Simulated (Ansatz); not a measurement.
The parent structure is Cu in the fcc (Cu type) structure (space group Fm-3m, No. 225; a = 3.518 Å; relaxed with 0.1 eV smearing). Axes: x, y, z lie along the cube axes.

Level of theory: LDA (Ansatz, a program for electronic structure, PAW, no SOC).

Modification: biaxial strain −2.08 %, plane normal [111], relaxed out of plane (Cartesian); in-plane vectors clamped, the third vector and the atoms free.

How does this affect the in-plane stress and energy relative to the base?

The mean in-plane stress (compression positive) comes out as +8.5 GPa; the energy grows by 11 meV/atom.

Whether these cells are dynamically stable was not tested. All final runs are without spin polarisation.
